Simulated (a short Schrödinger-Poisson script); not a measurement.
Structure: gated Al0.3Ga0.7As/GaAs modulation-doped gas, at 77 K.

| layer | material | thickness (nm) | Nd (cm⁻³) | Na (cm⁻³) |
|---|---|---|---|---|
| 1 | Al0.3Ga0.7As | 10 | - | - |
| 2 | Al0.3Ga0.7As | 10 | 2e18 | - |
| 3 | Al0.3Ga0.7As | 20 | - | - |
| 4 | GaAs | 6000 | - | 8e14 |

Constants are typed, rounded textbook-type inputs, not results; the design itself was drawn at random and stands for no fabricated device. Al0.3Ga0.7As: permittivity 12.05, conduction-band edge (eV) 0.237, gap (eV) 1.798, electron mass (mₑ) 0.0919, Nv at 300 K (cm⁻³) 9e18. GaAs: permittivity 12.9, conduction-band edge (eV) 0, gap (eV) 1.424, Nv at 300 K (cm⁻³) 9e18.

Channel valleys (confinement mass, in-plane density-of-states mass, number): Γ 0.067, 0.067, 1. At the gate the conduction-band edge of layer 1 lies 0.99 eV − eVg above the Fermi level of the channel; the field vanishes at the back. Donor level 0.05 eV below the band edge. The barrier under the gate holds no holes. Gaps are held at their typed values at every temperature. Mesh 0.08 nm at interfaces.

Solved with a short Schrödinger-Poisson script written for these runs: 1D Poisson equation in equilibrium, electrons quantum, Hartree (BenDaniel-Duke, 40 states a valley, the channel's in-plane mass for all, wave functions free to enter the barrier), parabolic valleys, classical holes, donors ionised by Fermi statistics, acceptors fully, no traps, pinning or gate leakage.

Task: List the lowest subbands of each valley and their electrons at Vg = 0.5 V.

Result: 
```
valley  subband  energy from the Fermi level (meV)  electrons (cm⁻²)  share (%)
------  -------  ---------------------------------  ----------------  ---------
Γ             0                               -0.5           1.36e11       95.8
Γ             1                               23.2            5.55e9        3.9
Γ             2                               41.0            3.84e8        0.3
```

All electrons: 1.42e11 cm⁻².
